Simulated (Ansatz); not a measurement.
ZnSe (F-43m) under hydrostatic pressure: hole conductivity mass by PBEsol with spin-orbit coupling, rigid bands (plane waves, PAW; Ansatz, a program for electronic structure). The unloaded cell, whose axes the loads refer to:

```cif
data_SeZn
_chemical_formula_sum 'Zn1 Se1'
_space_group_name_H-M_alt 'P 1'
_space_group_IT_number 1
_cell_length_a 3.98345
_cell_length_b 3.98345
_cell_length_c 3.98345
_cell_angle_alpha 60.000
_cell_angle_beta 60.000
_cell_angle_gamma 60.000
loop_
_space_group_symop_operation_xyz
  'x, y, z'
loop_
_atom_site_label
_atom_site_type_symbol
_atom_site_fract_x
_atom_site_fract_y
_atom_site_fract_z
_atom_site_occupancy
Zn1 Zn 0.00000 0.00000 0.00000 1
Se1 Se 0.75000 0.75000 0.75000 1
```

```
hydrostatic pressure (GPa)  volume per atom (Å³)  hole conductivity mass (mₑ)
--------------------------  --------------------  ---------------------------
-2                                         23.10                            ?
0                                          22.35                        0.659
2                                          21.72                        0.633
5                                          20.92                        0.601
10                                         19.87                        0.560
```

**Question.** Fit a straight line to ln(hole conductivity mass) against the load over the rows given, and predict the row at -2 GPa.

**Answer.** The means are x̄ = 4.250 GPa and ȳ = -0.4908; Σ(x − x̄)(y − ȳ) = -0.9146 and Σ(x − x̄)² = 56.75, so the slope is -1.61 % per GPa, and the rows given lie within 0.62 % of the line. At -2 GPa the line gives 0.677 mₑ; the calculation gives 0.691 mₑ, 2.0 % from it.

Masses are for dilute carriers at 300 K, harmonic means over directions unless an axis is named. Stresses and pressures are the targets of the relaxation. The structure type is held at every load. Geometry: cell and atoms relaxed with PBEsol.
